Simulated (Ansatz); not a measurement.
## A computed series for hypothetical rock salt WGe: response to strain

Start from WGe in the rock salt structure (space group Fm-3m, No. 225; a hypothetical phase, not in the database extracts checked).

```
CELL_PARAMETERS angstrom
      0.00000     2.56082     2.56082
      2.56082     0.00000     2.56082
      2.56082     2.56082     0.00000
ATOMIC_POSITIONS crystal
  Ge 0.00000 0.00000 0.00000
  W  0.50000 0.50000 0.50000
```

Cartesian axes are those of the cell as printed.

Strains are applied to the cell and any free atomic positions relax; under biaxial strain the out-of-plane vector relaxes too; under stress the whole cell relaxes.

Level of theory: r2SCAN (Ansatz, a program for electronic structure, PAW, scalar-relativistic without spin-orbit coupling).

Notes on the quantities. energy relative to the base: free energy F; pressure: mean of the normal stresses, compression positive.

```tsv
change	shortest interatomic distance	energy relative to the base	pressure	space group
base	2.561 Å	0 meV/atom	0.0 GPa	Fm-3m (No. 225)
biaxial strain −2.17 %, plane normal [001], relaxed out of plane	2.505 Å	+25 meV/atom	7.8 GPa	I4/mmm (No. 139)
biaxial strain +1.88 %, plane normal [001], relaxed out of plane	2.546 Å	+16 meV/atom	-5.2 GPa	I4/mmm (No. 139)
biaxial strain +3.56 %, plane normal [111], relaxed out of plane	2.568 Å	+2.2 meV/atom	-0.8 GPa	R-3m (No. 166)
isotropic strain +2.77 %	2.632 Å	+61 meV/atom	-12.7 GPa	Fm-3m (No. 225)
uniaxial strain ε_xx = −2.43 %	2.499 Å	+14 meV/atom	5.1 GPa	I4/mmm (No. 139)
uniaxial strain ε_yy = +2.77 %	2.561 Å	+15 meV/atom	-4.5 GPa	I4/mmm (No. 139)
uniaxial stress, 1 GPa tension along x	2.560 Å	+0.1 meV/atom	–	I4/mmm (No. 139)
tensor shear ε_xz = +0.18 %	2.561 Å	0.0 meV/atom	0.0 GPa	Immm (No. 71)
uniaxial stress, 5 GPa compression along x	2.531 Å	+3.0 meV/atom	–	I4/mmm (No. 139)
```

Without a gap, meshes like the base's 16×16×16 leave anisotropic stresses uncertain by several tenths of a GPa, and small strain energies with them. Beyond what the load breaks, stability against distortions was not tested. The final runs are not spin-polarised. WGe has a high density of states at the Fermi level and may be magnetic at this level.
